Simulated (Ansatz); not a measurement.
The structure below was relaxed with PBE (Ansatz, a program for electronic structure, PAW, without spin-orbit coupling), at pressure 30 GPa.

```
CELL_PARAMETERS angstrom
      3.10726     0.00000     0.00000
     -1.55363     2.69097     0.00000
      0.00000     0.00000     5.01279
ATOMIC_POSITIONS crystal
  Zn 0.33333 0.66667 0.00149
  Zn 0.66667 0.33333 0.50149
  O  0.33333 0.66667 0.38051
  O  0.66667 0.33333 0.88051
```

Find the space group and the Wyckoff positions.

Space group P6₃mc (No. 186); a = 3.1073 Å, b = 3.1073 Å, c = 5.0128 Å, α = 90.00°, β = 90.00°, γ = 120.00°

| atom | site | symmetry | x | y | z |
|---|---|---|---|---|---|
| Zn | 2b | 3m. | 0.3333 | 0.6667 | 0.0015 |
| O | 2b | 3m. | 0.3333 | 0.6667 | 0.3805 |

Load acts through the strain it causes; cell and atoms are relaxed under it. Stability against distortions was not tested. Measured, ZnO leaves this structure (for rock salt) near 9.1 GPa (temperature not stated; as listed in Datta, Sujoy, Jana, Debnarayan, arXiv (2020)), on rising pressure, with hysteresis. The cell was made from ZnO in the wurtzite structure (space group P6_3mc, No. 186) by this change: pressure 30 GPa.
